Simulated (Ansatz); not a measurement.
## Effect of isotropic strain −2.00 % on GaP

Base system: GaP in the zinc blende structure (space group F-43m, No. 216; a = 5.3914 Å).

Modification: every lattice vector is shortened by 2.00 %; the atoms relax in the strained cell.

The values are results of LDA/PAW in Ansatz (a quantum-chemistry and plane-wave program), without spin-orbit coupling, not measurements. Γ-centred 11×11×11 mesh, Fermi–Dirac width 0.05 eV.

Volume per atom: 18.44 Å³ (base 19.59 Å³)
Space group: F-43m (No. 216) (base F-43m (No. 216))
Shortest interatomic distance: 2.288 Å (base 2.335 Å)
Energy relative to the base (free energy F): +21 meV/atom
Pressure: 6.23 GPa (base -0.01 GPa)
Band gap: 1.27 eV (base 1.38 eV)
Gap character: indirect, Γ → Γ–X (87 % along) (base indirect, Γ → Γ–X (87 % along))
Smallest direct gap: 2.39 eV (base 1.88 eV)
Mean gap deformation potential ΔEg/Δln V: +2.0 eV
Width of the top valence band: 3.95 eV (base 3.63 eV)
Electron mass: 1.2 mₑ along k, 0.22 mₑ across (off the special points) (base 1.1 mₑ along k, 0.22 mₑ across (off the special points))
Valley order (the lowest conduction-band minima on the path, energy above the VBM, named in the base's zone): a point along ⟨100⟩, about 1.0 Å⁻¹ from Γ 1.27 eV; L along ⟨111⟩ 1.79 eV; Γ 2.39 eV (base a point along ⟨100⟩, about 1.0 Å⁻¹ from Γ 1.38 eV; L along ⟨111⟩ 1.60 eV; Γ 1.88 eV)

Final structure:

```
CELL_PARAMETERS angstrom
      0.00000     2.64178     2.64178
      2.64178     0.00000     2.64178
      2.64178     2.64178     0.00000
ATOMIC_POSITIONS crystal
  Ga 0.00000 0.00000 0.00000
  P  0.25000 0.25000 0.25000
```

Masses are band curvatures over ±0.01 Å⁻¹ around the edge. Along k means along the line from Γ to the band edge. Whether these cells are dynamically stable was not tested.
